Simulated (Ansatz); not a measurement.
The starting structures come from a database of crystals and need not be the phases stable at ambient conditions.

**Evanescent states of TiCdO3 (R-3, not sure to be the ambient phase, 10 atoms a cell, 11.9 Å³ an atom, -3 GPa at this level) along the normal of (001)**

The numbers are results of PBEsol (plane waves, PAW; Ansatz, a quantum-chemistry and plane-wave program), not measurements.

No gap correction and no spin-orbit coupling; mid-gap values are interpolated between computed energies.

Energies count from the valence-band top; κ is the least over a 12×12 mesh across the current.

| E (eV) | κ (1/Å) | where |
|---|---|---|
| 0.07 | 0.158 | off Γ |
| 0.23 | 0.223 | Γ |
| 0.38 | 0.240 | Γ |
| 0.53 | 0.253 | Γ |
| 0.68 | 0.263 | Γ |
| 0.82 | 0.271 | Γ |
| 0.97 | 0.278 | Γ |
| 1.12 | 0.282 | Γ |
| 1.27 | 0.284 | Γ |
| 1.43 | 0.284 | Γ |
| 1.57 | 0.283 | Γ |
| 1.73 | 0.279 | Γ |
| 1.88 | 0.274 | Γ |
| 2.02 | 0.266 | Γ |
| 2.17 | 0.255 | Γ |
| 2.33 | 0.241 | Γ |
| 2.48 | 0.222 | Γ |
| 2.62 | 0.197 | Γ |
| 2.77 | 0.162 | Γ |
| 2.92 | 0.094 | off Γ |

Q: How thick must the barrier be to attenuate the transmission by 10^6 when the electrodes' Fermi level lies at 2.48 eV, and what attenuation does that film give at 1.57 eV?

A: d = 6 ln 10 / (2 × 0.222) = 31.1 Å. At 1.57 eV it gives 6 × 0.283/0.222 = 7.6 decades.
